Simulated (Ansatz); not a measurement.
Given:

```
BeSe
1.0
    0.00000     2.58889     2.58889
    2.58889     0.00000     2.58889
    2.58889     2.58889     0.00000
Se Be
1 1
Direct
  0.75000   0.75000   0.75000
  0.00000   0.00000   0.00000
```

No spin polarisation.

Electron doping at 5.0×10^20 cm⁻³ (0.0174 per cell), with a uniform compensating background at fixed cell and a 300 K Fermi–Dirac width.

Method: DFT with PBE, PAW potentials and a 420 eV plane-wave cutoff in Ansatz (a first-principles code), no SOC. Γ-centred 25×25×25 mesh, Fermi–Dirac width 0.0259 eV.

Q: What Fermi level relative to the doped band's edge (positive inside the band; to 0.05 eV) does the calculation give?

A: +0.25 eV.

Q: What is the computed gap character?

A: Indirect, Γ → X.

Q: Estimate the gap between the host's bands.

A: 2.66 eV.

Charged cell with a jellium background: band edges are those of the host's band count, energies are not comparable with the neutral cell, and many-body gap narrowing is missing. Whether these cells are dynamically stable was not tested. The cell was made from BeSe in the zinc blende structure (space group F-43m, No. 216) by this change: electrons 5.0×10^20 cm⁻³.
